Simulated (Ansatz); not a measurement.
What Cr → Ag does to CrO3

The reference is CrO$_{3}$ in the ReO3 type structure (space group Pm-3m, No. 221; a = 3.570 Å; weakly magnetic (sensitive to the mesh)).

One thing is altered: every Cr is replaced by Ag; the structure is relaxed again.

Level of theory: PBEsol (Ansatz, an electronic-structure program, PAW, no spin-orbit coupling). Γ-centred 12×12×12 mesh, Fermi–Dirac width 0.05 eV, for the changed cell.

```tsv
quantity	base	changed	shift
lattice parameter a	3.570 Å	4.002 Å	+0.432 Å
space group	Pm-3m (No. 221)	Pm-3m (No. 221)	–
shortest interatomic distance	1.785 Å	2.001 Å	+0.216 Å
band gap	zero	zero	–
magnetic state	weakly magnetic (sensitive to the mesh)	ferromagnetic	–
largest site moment	0.03 μB	0.74 μB	+0.71 μB
```

Final structure:

```xyz
4
Lattice="4.0022 0.0000 0.0000 0.0000 4.0022 0.0000 0.0000 0.0000 4.0022" Properties=species:S:1:pos:R:3 pbc="T T T"
Ag     0.0000     0.0000     0.0000
O      2.0011     0.0000     0.0000
O      0.0000     0.0000     2.0011
O      0.0000     2.0011     0.0000
```

Whether these cells are dynamically stable was not tested. As relaxed here, AgO3 is a hypothetical phase, not in the database extracts checked. Seeded moments were not kept for the base. No Hubbard U is applied and the magnetic state is the run's own (CrO3 weakly magnetic); small cells can't hold the antiferromagnetic order that many such compounds have, so gaps and moments can be off.
